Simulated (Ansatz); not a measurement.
The reference is V in the bcc (W type) structure (space group Im-3m, No. 229; a = 2.959 Å).

Structures relaxed with PBEsol, PAW, 420 eV (Ansatz, a first-principles code; scalar-relativistic without spin-orbit coupling).

Base:

Simulated powder pattern, Mo Kα, λ = 0.71073 Å (kinematic, ideal powder, no thermal factors, no anomalous dispersion; the 14 strongest lines at most, above 2 %, up to 2θ = 40°):

```csv
2θ (°),I/Imax (%),hkl
19.56,100,(110)
27.80,16,(200)
34.22,31,(211)
39.72,8.9,(220)
```

It is then changed as follows: cell and atoms relaxed at a pressure of 22.5 GPa.

After the change:

Simulated powder pattern, Mo Kα, λ = 0.71073 Å (kinematic, ideal powder, no thermal factors, no anomalous dispersion; the 14 strongest lines at most, above 2 %, up to 2θ = 40°):

```json
[
 {"2θ (°)": "20.20", "I/Imax (%)": "100", "hkl": "(110)"},
 {"2θ (°)": "28.72", "I/Imax (%)": "16", "hkl": "(200)"},
 {"2θ (°)": "35.37", "I/Imax (%)": "30", "hkl": "(211)"}
]
```

The indices refer to the base's conventional cell; one index is shown for lines that coincide.

Load acts through the strain it causes; cell and atoms are relaxed under it. Stability against distortions was not tested. Competing high-pressure phases were not computed. Starting moments died away, wholly or in part, for the base; another magnetic solution may exist. All final runs are without spin polarisation.
